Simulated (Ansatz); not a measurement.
Start from InAs in the zinc blende structure (space group F-43m, No. 216; a = 6.186 Å).

Perturbation: cell and atoms relaxed at a pressure of 60 GPa.

Levels (all Ansatz, a program for electronic structure, PAW): PBE (420 eV, no spin-orbit coupling); r2SCAN (500 eV, no SOC); HSE06 (420 eV, no SOC); PBE+SOC (420 eV, noncollinear with spin-orbit coupling).

At the geometry relaxed with PBE, these levels gave the following band gaps, in shuffled order: (a) 0.69 eV, (b) 0.57 eV, (c) 1.00 eV, (d) 1.25 eV.

Question: Match each gap to its level.

Answer: (a) PBE; (b) PBE+SOC; (c) r2SCAN; (d) HSE06.

Single points use the geometry relaxed with PBE. HSE06 gaps are upper bounds (no full band path). The spin-orbit shifts are approximate. Load acts through the strain it causes; cell and atoms are relaxed under it. Stability against distortions was not tested. The runs without spin-orbit coupling are not spin-polarised. Measured, InAs leaves this structure (for rock salt) near 7 GPa (temperature not stated; as listed in Datta, Sujoy, Jana, Debnarayan, arXiv (2020)).
